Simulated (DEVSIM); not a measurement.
System: illuminated Si n-on-p cell, one wavelength, at 300 K.

Layer 1 from the left is Si, thickness (μm) 0.910, Nd (cm⁻³) 8.1e18, τn (s) 3.9e-8, τp (s) 9.1e-8, absorption coefficient (cm⁻¹) 610. Layer 2 from the left is Si, thickness (μm) 130, Na (cm⁻³) 1e16, τn (s) 4.8e-7, τp (s) 4.8e-7, absorption coefficient (cm⁻¹) 610.

Left contact: ohmic, minority hole recombination velocity 30000 cm/s. Right contact: ohmic, minority electron recombination velocity 100 cm/s. Voltage is applied to the left contact. Recombination: SRH at mid-gap, radiative, Auger. Light enters at the left, 1.6e18 photons cm⁻² s⁻¹, one pass, no reflection. Mobility is μmin + (μ − μmin)/(1 + (N/Nref)^α).

The device is made up for the run: typed textbook-type constants, with dimensions and the other settings drawn at random. Values at 300 K.

Si: gap (eV) 1.124, affinity (eV) 4.05, permittivity 11.7, Nc (cm⁻³) 2.86e19, Nv (cm⁻³) 3.1e19, μn (cm²/Vs) 1417, μp (cm²/Vs) 470, μn,min 52, μp,min 45, Nref,n 9.7e16, Nref,p 2.2e17, αn 0.68, αp 0.72, B (cm³/s) 4.7e-15, Cn (cm⁶/s) 2.8e-31, Cp (cm⁶/s) 9.9e-32.

DEVSIM, 1D drift-diffusion, Boltzmann statistics, complete ionisation; no tunnelling, impact ionisation, image-force lowering or self-heating.

What does the simulation give for the dark forward voltage at 100 A/cm², the dark forward voltage at 1 A/cm²?

dark forward voltage at 100 A/cm² 0.964 V; dark forward voltage at 1 A/cm² 0.660 V.
